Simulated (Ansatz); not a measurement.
Consider SnO in the litharge type structure (space group P4/nmm, No. 129; a = 3.7927 Å, c = 4.7644 Å; layered, stacked along the Cartesian z axis). Axes: x, y, z lie along a, b, c of the conventional cell.

Computed with r2SCAN+rVV10 (Ansatz, a quantum-chemistry and plane-wave program; PAW; 500 eV plane waves; scalar-relativistic without spin-orbit coupling), earlier PAW set.

Strains are applied to the cell and any free atomic positions relax.

One change was made to it. Results:

The energy increases by 1.0 meV/atom; the largest internal atomic displacement is 0.014 Å; the band gap is still zero.

**Question.** What was done to the base?
(A) strain tensor (xx, yy, zz, yz, xz, xy) = (−2.28, +0.55, +0.31, −0.16, −1.07, +0.88) %
(B) isotropic strain −5.80 %
(C) isotropic strain −0.62 %
(D) isotropic strain +2.51 %

**Answer.** C, isotropic strain −0.62 %. For comparison, the energy relative to the base in the other runs: isotropic strain −5.80 % gives +101 meV/atom; isotropic strain +2.51 % gives +16 meV/atom; strain tensor (xx, yy, zz, yz, xz, xy) = (−2.28, +0.55, +0.31, −0.16, −1.07, +0.88) % gives +4.3 meV/atom.

A case with no gap was solved on a k-mesh chosen for an insulator, which is coarse for it. Whether these cells are dynamically stable was not tested. All final runs are without spin polarisation. A zero or small gap of SnO can be the functional's error rather than a property of the material.
